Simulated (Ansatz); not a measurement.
FeNi3: pressure series

Base system: FeNi$_{3}$ in the Cu3Au type structure (space group Pm-3m, No. 221; a = 3.5443 Å; ferromagnetic).

Cell and atoms are relaxed at each pressure.

Levels (all Ansatz, a quantum-chemistry and plane-wave program, PAW): PBE (420 eV, without spin-orbit coupling); r2SCAN (500 eV, no SOC).

The base cell above is that of PBE; each level relaxes its own structures.

```json
[
 {"case": "pressure −2 GPa", "shortest interatomic distance, PBE": "4.753 bohr", "shortest interatomic distance, r2SCAN": "___"},
 {"case": "pressure −1 GPa", "shortest interatomic distance, PBE": "4.744 bohr", "shortest interatomic distance, r2SCAN": "4.703 bohr"},
 {"case": "pressure 0.3 GPa", "shortest interatomic distance, PBE": "4.734 bohr", "shortest interatomic distance, r2SCAN": "___"},
 {"case": "pressure 0.7 GPa", "shortest interatomic distance, PBE": "4.730 bohr", "shortest interatomic distance, r2SCAN": "___"},
 {"case": "pressure 1.5 GPa", "shortest interatomic distance, PBE": "4.724 bohr", "shortest interatomic distance, r2SCAN": "4.685 bohr"},
 {"case": "pressure 3 GPa", "shortest interatomic distance, PBE": "4.713 bohr", "shortest interatomic distance, r2SCAN": "4.674 bohr"},
 {"case": "pressure 5 GPa", "shortest interatomic distance, PBE": "4.698 bohr", "shortest interatomic distance, r2SCAN": "4.661 bohr"},
 {"case": "pressure 7.5 GPa", "shortest interatomic distance, PBE": "4.681 bohr", "shortest interatomic distance, r2SCAN": "4.645 bohr"},
 {"case": "pressure 10 GPa", "shortest interatomic distance, PBE": "4.664 bohr", "shortest interatomic distance, r2SCAN": "___"}
]
```

Problem. What belongs in the blanks?

Solution. 
- pressure −2 GPa, shortest interatomic distance, r2SCAN: 4.711 bohr
- pressure 0.3 GPa, shortest interatomic distance, r2SCAN: 4.694 bohr
- pressure 0.7 GPa, shortest interatomic distance, r2SCAN: 4.691 bohr
- pressure 10 GPa, shortest interatomic distance, r2SCAN: 4.629 bohr

PBE lies above r2SCAN in every row, by 0.035 bohr to 0.042 bohr. They put the cases in the same order.

Other magnetic orders, which the real material may have, were not ruled out. Load acts through the strain it causes; cell and atoms are relaxed under it. No phonon test of stability was made. No other phases were tried under pressure.
